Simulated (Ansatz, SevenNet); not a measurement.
## SnGe (model structure, started from the 6H type, P6₃mc, No. 186, 12 atoms in the cell): properties by level of theory

```
level (code)         lattice constant a (Å)  lattice parameter c (Å)
-------------------  ----------------------  -----------------------
SevenNet-l3i5                         4.343                   21.316
LDA (Ansatz)                          4.277                        …
PBE-D3(BJ) (Ansatz)                   4.338                   21.314
```

### Question
Some entries are withheld; supply them.

### Answer

- LDA (Ansatz, a quantum-chemistry and plane-wave program), lattice parameter c (Å): 21.004

Ansatz's density-functional and Hartree–Fock values are scalar-relativistic unless marked +SOC, with PAW data made under PBE.

A model structure was made by putting elements into a prototype or built by hand; it is no filed structure, need not be a known phase, and can be a saddle point held by its symmetry.
